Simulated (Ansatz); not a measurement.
Ansatz (a quantum-chemistry and plane-wave program) run on KRb2LuCl6 (Fm-3m, 10 atoms in the cell): self-consistent single point.

Method: PBEsol, default PAW files made with PBE (plane waves; Ansatz).

```xyz
10
Lattice="0.0000 5.5746 5.5746 5.5746 0.0000 5.5746 5.5746 5.5746 0.0000" Properties=species:S:1:pos:R:3 pbc="T T T"
K      5.5746     5.5746     5.5746
Rb     8.3620     8.3620     8.3620
Rb     2.7873     2.7873     2.7873
Lu     0.0000     0.0000     0.0000
Cl     2.5786     5.5746     5.5746
Cl     8.5707     5.5746     5.5746
Cl     5.5746     2.5786     5.5746
Cl     5.5746     8.5707     5.5746
Cl     5.5746     5.5746     2.5786
Cl     5.5746     5.5746     8.5707
```

Reference input (self-consistent single point, DFT, PBEsol, plane waves, default PAW files made with PBE): basis.ecutwfc = 30.9 Ry; kpoints.mp_grid.grid = 3 3 3; hamiltonian.xc = pbesol; hamiltonian.pseudopotentials = {kind: paw} (the program's default PAW files); scf.occupations.method = gaussian; scf.occupations.width = 0.0007 Ry. This run's input differs from it in these lines:

Ansatz 0.2 input:
```diff
@@ -18,3 +18,3 @@
 basis:
-  ecutwfc: 30.9 Ry
+  ecutwfc: 18.4 Ry
 kpoints:
```

Output (repeated stretches shortened):

```
SCF iter   1: F=—  HF=-28945.883092 eV  |F-HF|=—  |Δ(HF+E_count)|=         —  Δρ=4.68e-3  dr2=7.04e-2  ethr=1.77e-3  ⟨swp⟩=7.8  Hψ=907  notcnv=0
all-band conjugate gradients solve this SCF's bands
preconditioner: auto → Resta (q_TF=auto, 2.195 Å⁻¹)
SCF iter   2: F=—  HF=-28945.713885 eV  |F-HF|=—  |Δ(HF+E_count)|=   1.69e-1  Δρ=4.61e-3  dr2=5.80e-2  ethr=7.49e-5  ⟨swp⟩=3.0  Hψ=588  notcnv=0  defer=22
   [... lines left out ...]
SCF iter   5: F=—  HF=-28945.699812 eV  |F-HF|=—  |Δ(HF+E_count)|=   4.74e-4  Δρ=1.33e-4  dr2=6.23e-5  ethr=1.69e-6  ⟨swp⟩=2.0  Hψ=396  notcnv=0  defer=22
SCF iter   6: F=—  HF=-28945.700031 eV  |F-HF|=—  |Δ(HF+E_count)|=   2.20e-4  Δρ=3.06e-5  dr2=4.14e-6  ethr=6.63e-8  ⟨swp⟩=2.0  Hψ=394  notcnv=0  defer=22
SCF iter   7: F=—  HF=-28945.700032 eV  |F-HF|=—  |Δ(HF+E_count)|=   9.57e-7  Δρ=7.37e-6  dr2=3.02e-7  ethr=4.41e-9  ⟨swp⟩=2.0  Hψ=394  notcnv=0  defer=22
SCF iter   8: F=-28945.700032 eV  HF=-28945.700032 eV  |F-HF|=3.53e-9  |Δ(HF+E_count)|=   8.76e-8  Δρ=1.51e-6  dr2=1.79e-8  ethr=1.06e-10  ⟨swp⟩=11.5  Hψ=991  notcnv=0
SCF 1 converged in 8 iterations: F = -28945.700032 eV  dr2 = 1.79e-8
Free energy (F): -28945.700032 eV
Internal energy: -28945.700032 eV  (E = F + TS)
E sigma→0 (E₀):  -28945.700032 eV
Fermi energy:    3.489217 eV
--- Forces (eV/Å), atoms counted from 1 ---
  atom   1  K      0.00000000    -0.00000000     0.00000000
  atom   2  Rb     0.00000000    -0.00000000     0.00000000
  atom   3  Rb     0.00000000    -0.00000000    -0.00000000
  atom   4  Lu    -0.00000000     0.00000000     0.00000000
  atom   5  Cl    -0.04747080    -0.00000000     0.00000000
  atom   6  Cl     0.04747080     0.00000000     0.00000000
  atom   7  Cl     0.00000000    -0.04747080    -0.00000000
  atom   8  Cl     0.00000000     0.04747080    -0.00000000
  atom   9  Cl     0.00000000     0.00000000    -0.04747080
  atom  10  Cl    -0.00000000     0.00000000     0.04747080
--- Stress (GPa, compression-positive) ---
       -0.925937       0.000000      -0.000000
        0.000000      -0.925937      -0.000000
        0.000000       0.000000      -0.925937
  P = ⅓ Tr σ = -0.9259 GPa (-9.259 kbar)
  The stress holds the Pulay correction. Without it, at fixed plane waves, as pw.x and ABINIT print it: P = -5.9445 GPa
```

The run converged in 8 iterations. Against the reference run the free energy rises by 138 meV/atom, the pressure moves little (-1.02 to -0.93 GPa), the largest force goes from 0.080 to 0.047 eV/Å and the gap on the mesh moves little (4.661 to 4.657 eV).

The starting cell comes from a database of computed structures (which also holds hypothetical and non-ambient phases and stackings), without a prior relaxation at this level. Spin-orbit coupling is off. Ansatz's pressure includes its estimate of the finite-basis (Pulay) stress. Without the estimate this run gives -5.94 GPa. The cutoff lies below the one recommended for these files.
